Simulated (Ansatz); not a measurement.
CdTe (I-4m2), Ansatz (a first-principles code) with r2SCAN with spin-orbit coupling, rigid bands: Condition of this run: biaxial stress in (001) of 1.5 GPa (compression positive) (the target of the relaxation). band gap 0.96 eV, N_c = 7.48e17 cm⁻³ and N_v = 3.83e18 cm⁻³ at 300 K, conductivity masses along z (a = (0.00, 3.13, 3.39) Å; b = (3.13, 0.00, 3.39) Å; c = (3.13, 3.13, 0.00) Å) of 0.103 mₑ (electrons) and 0.593 mₑ (holes). Take k_BT = 0.02585 eV.

Q: Find the intrinsic carrier density and the intrinsic Fermi level.

A: n_i = √(N_c N_v) exp(−E_g/2k_BT) = 1.69e18 × exp(−18.57) = 1.5e10 cm⁻³. The level lies (k_BT/2) ln(N_v/N_c) = 21 meV from mid-gap (positive towards the conduction band). Each 0.1 eV added to the gap lowers n_i by a factor of 6.9.

Q: What thermal injection velocity √(2k_BT/πm) limits a ballistic channel along the direction named?

A: 1.68e7 cm/s for electrons and 6.99e6 cm/s for holes, a ratio of √(m_h/m_e) = 2.40, for dilute carriers.

Q: What built-in voltage has an abrupt junction with N_A = 1e16 and N_D = 1e17 cm⁻³, all dopants ionised?

A: V_bi = E_g/e − (k_BT/e) ln(N_c N_v/(N_A N_D)) = 0.96 − 0.02585 × 7.96 = 0.75 V. It follows the computed gap one for one.

Rigid, parabolic bands with the computed gap; masses take one relaxation time for all states. Geometry: cell and atoms relaxed with PBEsol.
